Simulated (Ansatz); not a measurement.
An Ansatz (a program for electronic structure) run: hypothetical CsCl type LaN with a change (N → B); r2SCAN (Ansatz; PAW; 500 eV plane waves; spin-orbit coupling left out).

Input:

Ansatz 0.2 input:
```yaml
crystal:
  lattice:
    - [3.4286037125, 0, 0]
    - [0, 3.4286037125, 0]
    - [0, 0, 3.4286037125]
  atoms:
    - { symbol: La, position: [0, 0, 0] }
    - { symbol: B, position: [0.5, 0.5, 0.5] }
basis: { ecutwfc: 500, ecutrho_ratio: 4, xc_grid: 4, fft_grid_basis: typed }
kpoints: { mp_grid: { grid: [14, 14, 14] } }
hamiltonian:
  xc: r2scan
  dispersion: none
  pseudopotentials: { kind: paw }
scf: { occupations: { method: fermi_dirac, width: 0.05 }, convergence: { dr2_threshold: 0.0000000002 } }
output: { forces: true, stress: true }
checkpoint: { write: state.ck, write_every: 1000 }
```

Output:

```
WARN ansatz: RAYON_NUM_THREADS=1 ignored (pool sized by the plan → 1); use --threads N
Pseudopotentials: kind: paw
Pseudopotential: La, paw, valence charge 11
Pseudopotential: B, paw, valence charge 3
Functional definition: r2SCAN
Crystal: 2 atoms, lattice volume = 40.304 Å³
Basis set: ecut = 500 eV, 1021 PW (Γ), exchange–correlation on 108×108×108 points (64 copies of the dense FFT grid, shifted against one another)
Bands: 11, of which v1, the nominal top of the filled ones, is band 7 counted from 1 (6 counted from 0)
Symmetry: 48 space group operations
Space group: Pm-3m (ITA 221), of the structure as read, at distance tolerance 3.4e-5 Å
k-points: 120 of 2744
PAW frozen core: La, regenerated for the run's functional
PAW frozen core: B, regenerated for the run's functional
Initial density: superposition of atomic densities (neutral atoms: chi_scale 0, normalization atom), corrected by the library's trained network
Initial wavefunctions: pseudopotential atomic-orbital guess
Eigensolver: davidson
Functional: x = r2scan, c = r2scan; τ floored in thin density (d = 2e-4 eV/Å³)
SCF iter   1: F=—  HF=-6420.405866 eV  |F-HF|=—  |Δ(HF+E_count)|=         —  Δρ=6.25e-3  dr2=1.20e-2  dr2_τ=3.02e-2  ethr=1.77e-3  ⟨swp⟩=4.0  Hψ=6464  notcnv=0
all-band conjugate gradients solve this SCF's bands
preconditioner: auto → none
SCF iter   2: F=—  HF=-6420.476150 eV  |F-HF|=—  |Δ(HF+E_count)|=   7.03e-2  Δρ=3.59e-3  dr2=4.86e-3  dr2_τ=1.46e-4  ethr=8.54e-5  ⟨swp⟩=2.3  Hψ=3646  notcnv=0
SCF iter   3: F=—  HF=-6420.478379 eV  |F-HF|=—  |Δ(HF+E_count)|=   2.23e-3  Δρ=2.53e-3  dr2=5.70e-3  dr2_τ=1.98e-4  ethr=3.47e-5  ⟨swp⟩=2.7  Hψ=2647  notcnv=0
SCF iter   4: F=—  HF=-6420.476839 eV  |F-HF|=—  |Δ(HF+E_count)|=   1.54e-3  Δρ=5.61e-4  dr2=6.63e-5  dr2_τ=3.02e-6  ethr=3.47e-5  ⟨swp⟩=2.2  Hψ=2190  notcnv=0
SCF iter   5: F=—  HF=-6420.476906 eV  |F-HF|=—  |Δ(HF+E_count)|=   6.63e-5  Δρ=7.86e-5  dr2=2.25e-6  dr2_τ=4.87e-8  ethr=4.73e-7  ⟨swp⟩=2.0  Hψ=2181  notcnv=0
SCF iter   6: F=—  HF=-6420.476907 eV  |F-HF|=—  |Δ(HF+E_count)|=   1.48e-6  Δρ=3.83e-5  dr2=1.05e-6  dr2_τ=2.13e-8  ethr=1.61e-8  ⟨swp⟩=2.8  Hψ=2202  notcnv=0
SCF iter   7: F=—  HF=-6420.476907 eV  |F-HF|=—  |Δ(HF+E_count)|=   5.84e-8  Δρ=1.67e-5  dr2=1.95e-7  dr2_τ=3.44e-9  ethr=7.52e-9  ⟨swp⟩=1.9  Hψ=1575  notcnv=0
SCF iter   8: F=-6420.476907 eV  HF=-6420.476907 eV  |F-HF|=5.91e-11  |Δ(HF+E_count)|=   2.30e-8  Δρ=6.65e-7  dr2=1.64e-10  dr2_τ=3.05e-12  ethr=1.43e-12  ⟨swp⟩=4.0  Hψ=6057  notcnv=0
SCF 1 converged in 8 iterations: F = -6420.476907 eV  dr2 = 1.64e-10
SCF converged after 8 iterations
Free energy (F): -6420.476907 eV
Harris-Foulkes:  -6420.476907 eV  (|F-HF|=5.91e-11)
Internal energy: -6420.463249 eV  (E = F + TS)
E sigma→0 (E₀):  -6420.470078 eV
Entropy (-TS):   -0.013658 eV (-6.829 meV/atom)
Fermi energy:    11.685047 eV
--- Per-component energies (eV) ---
  E_band       = -20.013226
  E_kinetic    = 233.908062
  E_local      = -286.698847  (includes V_loc(G=0)·N_el)
  E_nonlocal   = 107.658853
  E_hartree    = 89.885255
  E_xc         = -161.636869
  E_vxc        = -198.606626  (∫ρ·V_xc dr)
  E_paw        = -5517.929382  (= ΣΔE_a)
  E_vpaw       = -65.860917  (= ΣTr[D̂ρ^β])
  E_aug_tail   = -0.000001  (compensation charges beyond the density's cutoff)
  E_vtau       = 9.815810  (kinetic-family band-sum trace: ∫τ·v_τ [+ j·A + Jᵃ·Aᵃ] dr)
  E_ewald      = -885.700391
  E_core_change = 0.050070  (= ΣΔE_core)
  E_smearing   = -0.013658  (= −TS)
  E_closure    = 0.000000  (closes the sum)
  Σ components = -6420.476907   (vs F -6420.476907, Δ=0.00e0)
  [band-id]    e_kinetic+e_local+e_nonlocal+2·e_hartree+e_vxc+e_vpaw+e_augmentation_tail+e_vtau = -20.013156   (vs E_band -20.013226, Δ=7.02e-5)
--- Forces (eV/Å), atoms counted from 1 ---
  atom   1  La    -0.00000000     0.00000000     0.00000000
  atom   2  B      0.00000000     0.00000000     0.00000000
  max |Σ_I F_I| component: 2.14e-31 eV/Å
--- Stress (GPa, compression-positive) ---
       -0.000362       0.000000       0.000000
        0.000000      -0.000362      -0.000000
        0.000000       0.000000      -0.000362
  P = ⅓ Tr σ = -0.0004 GPa (-0.004 kbar)
  The stress holds the Pulay correction. Without it, at fixed plane waves, as pw.x and ABINIT print it: P = -0.0397 GPa
  The stress includes an estimate of the error left by incomplete SCF convergence (largest component -0.0002 GPa).
--- Band table ---
  band table: none
```

No phonon test of stability was made. The final runs are not spin-polarised. The cell was made from LaN by this change: N → B; the result is a hypothetical phase, not in the database extracts checked.
